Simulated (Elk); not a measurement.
Band structure of RuN (P6_3/mmc, 4 atoms in the cell).

```xyz
4
Lattice="3.7387 0.0000 0.0000 -1.8694 3.2378 0.0000 0.0000 0.0000 5.2109" Properties=species:S:1:pos:R:3 pbc="T T T"
Ru     0.0000     0.0000     0.0000
Ru     0.0000     0.0000     2.6054
N      0.0000     2.1586     1.3027
N      1.8694     1.0793     3.9082
```

Level of theory: Elk with PBEsol, all-electron FP-LAPW, Elk's shipped species files, LAPW+lo basis.

Settings: xctype = 22; rgkmax = 8; stype = 0; swidth = 0.00367493 Ha; ngridk = 5 5 4; gmaxvr = 16 1/bohr; nxoapwlo = 1; rmtscf = 0.89; nempty = 2.75 per atom.

The starting cell was generated: these elements placed on a structure prototype, without a prior relaxation; it need not be a known phase or ordering of this composition. Its lattice was rescaled by a random factor within 2.5 % of one. Spin polarisation is off. Values depend on the basis (sphere radii, cutoffs, local orbitals), which need not be converged.

Levels in eV from the Fermi level, bands 18 to 25:
| point | 18 | 19 | 20 | 21 | 22 | 23 | 24 | 25 |
|---|---|---|---|---|---|---|---|---|
| Γ | -0.97 | -0.89 | -0.89 | -0.37 | 0.48 | 0.48 | 1.84 | 2.48 |
| M | -0.85 | -0.83 | -0.38 | -0.19 | 0.06 | 0.44 | 0.78 | 2.28 |
| K | -0.82 | -0.82 | 0.21 | 0.21 | 0.65 | 0.65 | 0.78 | 1.29 |
| A | -1.12 | -1.12 | -1.12 | -1.00 | -1.00 | 1.69 | 1.69 | 1.69 |
| L | -1.46 | -0.45 | -0.45 | -0.36 | -0.36 | 1.23 | 1.23 | 1.33 |
| H | -1.22 | -0.98 | -0.98 | -0.14 | -0.14 | 0.23 | 0.23 | 2.37 |

Bands cross the Fermi level along this path, so the cell is metallic at this level.
